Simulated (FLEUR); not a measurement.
Equation of state of CsCl-type CuZn (space group 221): energy against volume (FLEUR, PBE)

```xyz
2
Lattice="2.8975 0.0000 0.0000 0.0000 2.8975 0.0000 0.0000 0.0000 2.8975" Properties=species:S:1:pos:R:3 pbc="T T T"
Zn     1.4488     1.4488     1.4488
Cu     0.0000     0.0000     0.0000
```

Computed with PBE, all-electron FLAPW (FLEUR), scalar-relativistic valence (FLEUR). Settings: Kmax = 4.56 1/bohr; GmaxXC = 22.8 1/bohr; xcFunctional = pbe; jspins = 1; l_soc = F; mode = hist; fermiSmearingEnergy = 0.00183747 Htr; mesh (inpgen div1-3) = 20 20 20; inpgen gamma flag = true; Gmax = 22.8 1/bohr; numbands = 0; maxIterBroyd = 99; imix = Anderson; alpha = 0.05; precondParam = 0; minDistance = 1e-05 me/bohr^3. The cell above is the first row's. The rows scale it uniformly. In all rows fractional positions and the k mesh are held. E is the free energy at the stated smearing, counted from the lowest row.

```csv
V (Å^3/atom),E (meV/atom)
12.164,23.84
12.428,11.01
12.692,3.23
12.957,0.00
13.221,0.77
13.486,5.11
13.750,12.58
14.015,22.83
14.279,?
```

Question: Using the third-order Birch-Murnaghan form, a cubic in V^(-2/3), estimate the missing E at V = 14.279 from the other rows, showing the fit.

Answer: With u = V^(-2/3) - 0.180, the rows have u = 0.009067, 0.006380, 0.003786, 0.001272, -0.001149, -0.003500, -0.005767, -0.007970. Least squares gives E = -0.064 - 361.00·u + 322443·u² + 906084·u³. Residuals (row less fit): -0.006, 0.017, -0.010, 0.000, -0.005, -0.001, 0.012, -0.006; standard error 0.013 (degrees of freedom: 4). Its minimum lies at u = 0.000558, so V0 = (0.180558)^(-3/2) = 13.03. There d²E/du² = 647900 and d³E/du³ = 5437000, so B0 = (4/9) × 13.03^(-7/3) × 647900 × 0.160218 = 115 GPa (the last factor turns the table's units into GPa), and B0' = 4 + (2/3) × 0.180558 × (5437000)/647900 = 5.0. At the withheld row, u = -0.010097, so E = -0.064 - 361.00 × (-0.010097) + 322443 × (-0.010097)² + 906084 × (-0.010097)³ = 35.521 meV/atom. The calculation gives 35.52 meV/atom, which the fit meets to the printed digits. The row lies outside the fitted rows, so this is an extrapolation. From the scatter of the fitted rows alone, a prediction at this place has a standard error of 0.031 meV/atom, so the miss is 0.0 times that.

Carrying the step between the two nearest rows on in a straight line would have given 33.04, off by 2.48; series whose last step already gives the withheld value aren't shown. The scan was laid around a cell of about the measured size, scaled by a guess for this functional. The runs keep the symmetry of the cell, so they don't test it for distortions. Spin polarisation is off. Values depend on the basis (sphere radii, cutoffs, local orbitals), which need not be converged. Cutoffs and mesh are single choices, not tested for convergence of this quantity. Series with a scatter that would blur these digits, or in which a gap closes, are not shown. Nor are scans whose minimum lies at an end fitted in this form.
